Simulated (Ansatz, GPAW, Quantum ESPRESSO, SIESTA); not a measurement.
## One structure in several programs: NaLiZnS₂ (P1, 5 atoms in the cell)

Self-consistent single point, at a second geometry (atoms moved at random). First geometry:

```
NaLiZnS2
1.0
    3.98206     0.00000     0.00000
   -1.99103     3.44856     0.00000
    0.00000     0.00000     6.82385
Na Li Zn S
1 1 1 2
Direct
  0.00000   0.00000   0.02616
  0.33333   0.66667   0.35665
  0.66667   0.33333   0.61163
  0.33333   0.66667   0.73381
  0.66667   0.33333   0.27174
```

Second geometry:
```xyz
5
Lattice="3.9821 0.0000 0.0000 -1.9910 3.4486 0.0000 0.0000 0.0000 6.8239" Properties=species:S:1:pos:R:3 pbc="T T T"
Na    -0.0274    -0.0340     0.1161
Li     0.0632     2.2930     2.4353
Zn     2.0212     1.1081     4.1526
S     -0.1219     2.3061     5.0553
S      2.0470     1.2240     1.8885
```

Shared settings, as Ansatz (a first-principles code) writes them: kpoints.mp_grid.grid = 10 10 5; scf.occupations.method = fixed. Potentials and cutoffs stand in the table.

```json
[
 {"code": "GPAW", "model": "PBEsol, GPAW PAW datasets PBEsol (made by gpaw-setup)", "ΔF from the first geometry (meV/atom)": "14.8", "pressure (GPa)": "-1.60", "largest force (eV/Å)": "0.496", "gap on the mesh (eV)": "1.703", "cutoff": "850 eV"},
 {"code": "Ansatz", "model": "PBEsol, PAW files made with PBE", "ΔF from the first geometry (meV/atom)": "14.6", "pressure (GPa)": "-1.70", "largest force (eV/Å)": "0.490", "gap on the mesh (eV)": "1.708", "cutoff": "30.9 Ry"},
 {"code": "SIESTA", "model": "GGA PBEsol, numerical atomic orbitals DZP, PseudoDojo PBEsol standard norm-conserving potentials (rewritten from UPF to PSML)", "ΔF from the first geometry (meV/atom)": "17.0", "pressure (GPa)": "-1.00", "largest force (eV/Å)": "0.606", "gap on the mesh (eV)": "1.856", "cutoff": "grid 300 Ry"},
 {"code": "Quantum ESPRESSO", "model": "PBEsol, GBRV 1.5 ultrasoft (PBESOL) pseudopotentials", "ΔF from the first geometry (meV/atom)": "14.6", "pressure (GPa)": "-1.72", "largest force (eV/Å)": "0.490", "gap on the mesh (eV)": "1.711", "cutoff": "50 Ry"}
]
```

Size of the force on each atom (eV/Å): Sizes of forces hide their directions.

| code | Na1 | Li2 | Zn3 | S4 | S5 |
|---|---|---|---|---|---|
| GPAW | 0.151 | 0.236 | 0.384 | 0.496 | 0.415 |
| Ansatz | 0.151 | 0.231 | 0.375 | 0.490 | 0.407 |
| SIESTA | 0.159 | 0.251 | 0.529 | 0.518 | 0.606 |
| Quantum ESPRESSO | 0.151 | 0.232 | 0.378 | 0.490 | 0.410 |

Gaps are read on the mesh.

The spread over the programs that give each value: ΔF from the first geometry within 2.4 meV/atom; pressure within 0.72 GPa; largest force within 0.116 eV/Å; gap on the mesh within 0.153 eV.

SIESTA uses small atom-centred bases, whose incompleteness enters pressures, forces and empty levels differently from a plane-wave cutoff. Ansatz's pressure is given at a fixed set of plane waves, as the other plane-wave codes print theirs; with its correction for the finite basis it is -1.67 GPa. In the gap, SIESTA (by 0.148) lies more than 0.12 eV from the median of the plane-wave programs. In the force vectors, SIESTA (by 0.289) lies more than 0.08 eV/Å from the median of the plane-wave programs.

The starting cell comes from a database of computed structures (which also holds hypothetical and non-ambient phases and stackings), without a prior relaxation at this level. For this run, on top of that: atoms moved at random.

Left out of this page: CP2K (unsound by tests on forces, stress, charge or solver warnings).

Keys are those of Ansatz 0.2.
